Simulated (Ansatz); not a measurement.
Consider these faces of rock-salt BaO, relaxed from ideal cuts in 1x1 cells: (100), (110), (210), (211), (221).

The numbers are results of PBE (plane waves to 420 eV, PAW; Ansatz, an electronic-structure program), not measurements.

**Question.** Put the candidates in order of surface energy, lowest first, for PBE.

**Answer.** (100) (0.31 J/m²), (210) (0.46 J/m²), (221) (0.70 J/m²), (110) (0.73 J/m²), (211) (0.76 J/m²)
